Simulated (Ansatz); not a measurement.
The parent structure is MgTe in the zinc blende structure (space group F-43m, No. 216).

```xyz
2
Lattice="0.0000 3.2547 3.2547 3.2547 0.0000 3.2547 3.2547 3.2547 0.0000" Properties=species:S:1:pos:R:3 pbc="T T T"
Mg     0.0000     0.0000     0.0000
Te     1.6273     1.6273     1.6273
```

All numbers come from plane-wave PAW DFT at the PBE level (Ansatz, a first-principles code, 420 eV), no spin-orbit coupling.

For the base:

The pressure is -0.1 kbar and the width of the top valence band comes out as 1.39 eV. The valley order comes out as Γ 2.33 eV; X along ⟨100⟩ 2.88 eV; L along ⟨111⟩ 3.17 eV.

Modification: an isotropic linear strain of +3.00 %, atoms relaxed at fixed cell.

Problem. How does this affect the mean gap deformation potential ΔEg/Δln V?

Solution. The mean gap deformation potential ΔEg/Δln V amounts to -4.2 eV.

Problem. How does this affect the pressure?

Solution. The pressure drops by 25.0 kbar to -25.1 kbar.

Problem. What does the calculation give for the width of the top valence band after the change?

Solution. The width of the top valence band falls by 0.176 eV to 1.22 eV.

Problem. What happens to the valley order?

Solution. The valley order (the lowest conduction-band minima on the path, energy above the VBM, named in the base's zone) becomes Γ 1.96 eV; L along ⟨111⟩ 2.95 eV; X along ⟨100⟩ 2.99 eV (base: Γ 2.33 eV; X along ⟨100⟩ 2.88 eV; L along ⟨111⟩ 3.17 eV).

Spin-orbit coupling, missing from the scalar runs, can matter with Te. Stability against distortions was not tested.
